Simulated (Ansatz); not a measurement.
A working Ansatz (an electronic-structure program) input for SrEuTiSnO6 (F-43m, 10 atoms in the cell) (DFT, PBEsol, plane waves, default PAW files made with PBE):

Ansatz 0.2 input:
```yaml
crystal:
  lattice:
    - [0.00000000, 3.97236600, 3.97236600]
    - [3.97236600, 0.00000000, 3.97236600]
    - [3.97236600, 3.97236600, 0.00000000]
  atoms:
    - { symbol: Sr, position: [0.25000000, 0.25000000, 0.25000000] }
    - { symbol: Eu, position: [0.75000000, 0.75000000, 0.75000000], spin: 7.0 }
    - { symbol: Ti, position: [0.50000000, 0.50000000, 0.50000000] }
    - { symbol: Sn, position: [0.00000000, 0.00000000, 0.00000000] }
    - { symbol: O, position: [0.74455000, 0.25545000, 0.25545000] }
    - { symbol: O, position: [0.74455000, 0.25545000, 0.74455000] }
    - { symbol: O, position: [0.25545000, 0.74455000, 0.74455000] }
    - { symbol: O, position: [0.25545000, 0.74455000, 0.25545000] }
    - { symbol: O, position: [0.74455000, 0.74455000, 0.25545000] }
    - { symbol: O, position: [0.25545000, 0.25545000, 0.74455000] }
kpoints:
  mp_grid:
    grid: [3, 3, 3]
hamiltonian:
  xc: pbesol
  pseudopotentials:
    kind: paw
magnetization:
  spin_polarized: true
scf:
  occupations:
    method: gaussian
    width: 0.02 eV
output:
  forces: true
  eigenvalues: true
  stress: true
```

The run converged in 15 iterations: free energy E − TS (on the zero of these files) -23957.4032 eV; top of the valence band (on the code's own zero) 13.54 eV; gap on the k-point mesh 0.29 eV; pressure -0.02 GPa; largest force (vector length) 0.018 eV/Å; size of the cell's spin moment 7.00 μB. Each of these slips is then made, one at a time:

(1)
```diff
+total_charge: 2.0
```

(2)
```diff
+  max_iter: 4
```

Problem. How does each altered input end?

Solution. 
(1) An unintended net charge. The run converged in 18 iterations without an error; against the sound input the pressure goes from -0.02 to 11.42 GPa, the largest force goes from 0.018 to 0.254 eV/Å and the size of the net moment goes from 0.70 to 0.57 μB/atom.

(2) An iteration limit that is too low. The run ended unconverged after 4 iterations.
```
did not converge after 4 iterations: dr2 = 3.31e-1 (threshold 1.00e-7), under the density mixer `msr1`, which `scf.mixing.algorithm: auto` chose by the deck's other keys (type `scf.mixing.algorithm: msr1` to keep it); raise `scf.max_iter`, which need not help a stalled SCF, or adjust the mixing (`scf.mixing`) or, under a smearing, its width (`scf.o [...]
```

The starting cell comes from a database of computed structures (which also holds hypothetical and non-ambient phases and stackings), without a prior relaxation at this level. Its lattice was rescaled by a random factor within 2.5 % of one. Spin-orbit coupling is off. With one magnetic atom in the cell only a parallel order is possible. With U or open f shells several self-consistent states can exist. The f electrons are in the valence without U or exact exchange, which can misplace them near the Fermi level. Spin-orbit terms, which matter for f shells, are left out. Ansatz's pressure includes its estimate of the finite-basis (Pulay) stress.

Left out of this page: 1 run of the series stopped by limits of time or memory; 2 runs of the series with a known weakness of the program.
